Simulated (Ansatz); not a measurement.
Ca: pressure 0.3 GPa

Consider Ca in the simple cubic structure (space group Pm-3m, No. 221; a = 3.4596 Å; a cell from a computed database, its experimental status unchecked).

Modification: a hydrostatic pressure of 0.3 GPa.

Computed with Kohn–Sham DFT with the PBEsol functional, run in Ansatz (a first-principles code) with PAW and 420 eV plane waves, scalar-relativistic without spin-orbit coupling. Γ-centred 13×13×13 mesh, Fermi–Dirac width 0.05 eV.

```csv
quantity,base,changed,shift
volume per atom,41.41 Å³,40.40 Å³,-1.01 Å³
density,1.61 g/cm³,1.65 g/cm³,+0.04 g/cm³
shortest interatomic distance,3.460 Å,3.431 Å,-0.0283 Å
band gap,zero,zero,–
```

Load acts through the strain it causes; cell and atoms are relaxed under it. Whether these cells are dynamically stable was not tested. This is not the structure that Ca has at room temperature and ambient pressure.
